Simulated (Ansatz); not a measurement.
Take Lu in the hcp (Mg type) structure (space group P6_3/mmc, No. 194; a = 3.443 Å, c = 5.367 Å; relaxed with 0.1 eV smearing) as the base. Axes: x lies along a and z along c of the hexagonal cell.

The values are results of PBEsol (Ansatz, a quantum-chemistry and plane-wave program), spin-orbit coupling left out, not measurements.

For the base:

The pressure is 0.0 GPa. The volume per atom is 27.55 Å³.

One thing is altered: biaxial strain −1.50 %, plane normal [001], relaxed out of plane (Cartesian); in-plane vectors clamped, the third vector and the atoms free.

Task: Estimate the effect on the pressure and volume per atom.

Result: The pressure (mean of the normal stresses, compression positive) goes from zero to 1.2 GPa; the volume per atom shrinks by 0.62 Å³ to 26.93 Å³.

No phonon test of stability was made.
